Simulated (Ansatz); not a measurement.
The parent structure is GaP in the zinc blende structure (space group F-43m, No. 216; a = 5.439 Å).

All numbers come from DFT with PBEsol, PAW potentials and a 420 eV plane-wave cutoff in Ansatz (an electronic-structure program), spin-orbit coupling left out.

Base values:

```
Quantity                                            Value
-----------------------------  --------------------------
Hole mass                      0.11, 0.37, 0.37 mₑ (at Γ)
Shortest interatomic distance                     2.355 Å
Smallest direct gap                               1.80 eV
Band gap                                          1.45 eV
```

Modification: a hydrostatic pressure of 0.9 GPa.

Task: Predict the new hole mass.

Result: The hole mass (degenerate bands, along [100]) goes from 0.11, 0.37, 0.37 mₑ (at Γ) to 0.11, 0.36, 0.36 mₑ (at Γ).

Task: What does the calculation give for the shortest interatomic distance after the change?

Result: The shortest interatomic distance shrinks by 0.008 Å, from 2.355 Å to 2.347 Å.

Task: How does this affect the smallest direct gap?

Result: The smallest direct gap grows by 0.085 eV, from 1.80 eV to 1.88 eV.

Task: What does the calculation give for the band gap after the change?

Result: The band gap shrinks by 0.02 eV, from 1.45 eV to 1.43 eV.

Load acts through the strain it causes; cell and atoms are relaxed under it. Effective masses come from finite differences of ±0.01 Å⁻¹. No phonon test of stability was made.
